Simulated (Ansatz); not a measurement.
The reference is CuI in the wurtzite structure (space group P6_3mc, No. 186; a = 4.1870 Å, c = 6.8978 Å).

Level of theory: DFT with PBEsol, PAW potentials and a 420 eV plane-wave cutoff in Ansatz (an electronic-structure program), spin-orbit coupling left out.

Base values:

```
Quantity                           Result
----------------------------  -----------
Gap character                 direct at Γ
Gap between the host's bands      1.22 eV
```

Perturbation: hole doping at 3.0×10^21 cm⁻³ (0.314 per cell), with a uniform compensating background at fixed cell and a 300 K Fermi–Dirac width.

Q: What does the calculation give for the gap character after the change?

A: The gap character stays direct at Γ.

Q: Estimate the effect on the Fermi level from band edge.

A: The Fermi level relative to the doped band's edge (positive inside the band; to 0.05 eV) amounts to +0.35 eV.

Q: Estimate the effect on the gap between the host's bands.

A: The gap between the host's bands increases by 0.18 eV (1.22 eV → 1.40 eV).

Carriers are added with a uniform compensating background; total energy and stress of such cells depend on the potential's zero and are not compared; many-body gap narrowing is missing at this level. With I present, leaving out spin-orbit coupling can change the band edges. Whether these cells are dynamically stable was not tested. All final runs are without spin polarisation. This is not the structure that CuI has at room temperature and ambient pressure.
